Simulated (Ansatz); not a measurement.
**BaHfO3 under a change: isotropic strain −2.40 %**

The reference is BaHfO$_{3}$ in the cubic perovskite structure (space group Pm-3m, No. 221; a = 4.206 Å).

Modification: the cell is scaled by 0.9760 in all directions; the atoms relax in the strained cell.

All numbers come from DFT with PBE, PAW potentials and a 420 eV plane-wave cutoff in Ansatz (an electronic-structure program), no spin-orbit coupling. Settings: 8×8×8 k-points, 0.05 eV Fermi–Dirac smearing.

```tsv
quantity	base	changed	shift
volume per atom	14.88 Å³	13.84 Å³	-1.046 Å³
space group	Pm-3m (No. 221)	Pm-3m (No. 221)	–
energy relative to the base (free energy F)	0 meV/atom	+41 meV/atom	+41 meV/atom
pressure	-0.01 GPa	13.27 GPa	+13.28 GPa
band gap	3.62 eV	3.77 eV	+0.15 eV
gap character	indirect, R → Γ	indirect, R → Γ	–
mean gap deformation potential ΔEg/Δln V	–	-2.0 eV	–
width of the top valence band	0.80 eV	0.79 eV	-0.01 eV
electron mass (degenerate bands, along [100])	0.35, 0.35, 2.3 mₑ (at Γ)	0.33, 0.33, 2.2 mₑ (at Γ)	–
```

Final structure:

```
CELL_PARAMETERS angstrom
      4.10529     0.00000     0.00000
      0.00000     4.10529     0.00000
      0.00000     0.00000     4.10529
ATOMIC_POSITIONS crystal
  Ba 0.00000 0.00000 0.00000
  Hf 0.50000 0.50000 0.50000
  O  0.50000 0.00000 0.50000
  O  0.00000 0.50000 0.50000
  O  0.50000 0.50000 0.00000
```

Cost of the whole job for the changed cell (relaxation, final SCF and bands): around 21 core-seconds (rough).

Spin-orbit coupling, missing from the scalar runs, can matter with Hf. Masses are band curvatures over ±0.01 Å⁻¹ around the edge. Stability against distortions was not tested.
